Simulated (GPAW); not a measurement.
GPAW run on ZrVCr (Imma, 6 atoms in the cell): self-consistent single point.

Method: LDA (Perdew-Wang 92), GPAW PAW datasets LDA (gpaw-data 1.0.1) (plane waves; GPAW).

```
ZrVCr
1.0
   -2.50252     2.67225     3.64980
    2.50252    -2.67225     3.64980
    2.50252     2.67225    -3.64980
Zr V Cr
2 2 2
Direct
  0.12748   0.87748   0.25000
  0.87252   0.12252   0.75000
  0.50000   0.50000   0.00000
  0.00000   0.50000   0.50000
  0.50000   0.50000   0.50000
  0.50000   0.00000   0.00000
```

Reference input (self-consistent single point, DFT PBEsol, plane waves, GPAW PAW datasets PBEsol (made by gpaw-setup)): mode = pw; ecut = 850 eV; xc = PBEsol; kpts = 5 5 5; mesh shift (steps) = 0 0 0; occupations.name = methfessel-paxton; occupations.width = 0.1 eV; occupations.order = 0; nbands = -12; convergence.density = 1e-05 e/electron; symmetry.symmorphic = false; symmetry.tolerance = 0.0005. This run's input differs from it in these lines:

```diff
@@ -17,3 +17,3 @@
 calc = GPAW(mode=PW(850),
-            xc='PBEsol',
+            xc='LDA',
             kpts=(5, 5, 5),
```

Its files differ too (potentials: GPAW PAW datasets LDA (gpaw-data 1.0.1)).

Log, with long lists cut:

```
     iter     time        total  log10-change:
                         energy   eigst   dens
iter:   1 --:--:--   -68.108888
iter:   2 --:--:--   -59.488365   +0.04  -1.01
iter:   3 --:--:--   -58.230801   -0.10  -1.18
iter:   4 --:--:--   -57.512999   -0.64  -1.25
iter:   5 --:--:--   -56.576627   -0.46  -1.32
iter:   6 --:--:--   -56.450886   -0.85  -1.58
iter:   7 --:--:--   -56.440198   -1.55  -1.87
iter:   8 --:--:--   -56.730712   -1.11  -1.89
iter:   9 --:--:--   -56.399591   -1.79  -1.69
iter:  10 --:--:--   -56.403116   -2.20  -2.30
iter:  11 --:--:--   -56.409610c  -2.48  -2.48
iter:  12 --:--:--   -56.401947c  -2.89  -2.51
   [... lines left out ...]
iter:  51 --:--:--   -56.401753c  -6.38  -4.73
iter:  52 --:--:--   -56.401754c  -6.54  -4.92
iter:  53 --:--:--   -56.401754c  -6.59  -5.43c
iter:  54 --:--:--   -56.401754c  -6.70  -5.66c
iter:  55 --:--:--   -56.401754c  -6.70  -5.75c
iter:  56 --:--:--   -56.401754c  -6.75  -5.78c
iter:  57 --:--:--   -56.401754c  -6.86  -5.83c
   [... 3 lines left out ...]
iter:  61 --:--:--   -56.401755c  -7.13  -6.20c
iter:  62 --:--:--   -56.401755c  -7.18  -6.21c
iter:  63 --:--:--   -56.401755c  -7.24  -6.26c
iter:  64 --:--:--   -56.401755c  -7.35  -6.30c
iter:  65 --:--:--   -56.401755c  -7.40c -6.32c
Converged after 65 iterations.

Dipole moment: (0.000006, 0.000003, -0.000008) |e|*Ang

Energy contributions relative to reference atoms: (reference = -304161.695784)

Kinetic:        -44.409695
Potential:      +26.502093
External:        +0.000000
XC:             -39.677847
Entropy (-ST):   -0.043345
Local:           +1.205366
SIC:             +0.000000
--------------------------
Free energy:    -56.423427
Extrapolated:   -56.401755

Showing only first 2 kpts
 Kpt  Band  Eigenvalues  Occupancy
  0    29      9.36038    0.00000
  0    30      9.67608    0.00000
  0    31     10.04440    0.00000
  0    32     10.09113    0.00000

  1    29      8.86899    1.94172
  1    30      8.88037    1.91685
  1    31      9.18126    0.01165
  1    32      9.94117    0.00000

Fermi level: 9.00289

No gap
   [... lines left out ...]
  0 Zr    0.00000   -0.00000    0.03187
  1 Zr    0.00000    0.00000   -0.03187
  2 V     0.00000    0.00000    0.00000
  3 V     0.00000    0.00000    0.00000
  4 Cr    0.00000    0.00000    0.00000
  5 Cr    0.00000    0.00000    0.00000

Stress tensor:
     0.088890     0.000000     0.000000
     0.000000     0.093559     0.000000
     0.000000     0.000000     0.092116
Stress (GPa, Voigt): [14.2418 14.9898 14.7586  0.      0.      0.    ]
```

The run converged in 65 iterations. GPAW prints stress with tension positive. Against the reference run the pressure goes from -9.63 to -14.66 GPa and the largest force goes from 0.013 to 0.032 eV/Å.

The starting cell comes from a database of computed structures (which also holds hypothetical and non-ambient phases and stackings), without a prior relaxation at this level. Its lattice was rescaled by a random factor within 2.5 % of one. Spin polarisation is off. With a pressure of about -15 GPa the cell is away from its equilibrium volume at this level.

Cost on one core of a shared machine: roughly 6 min.
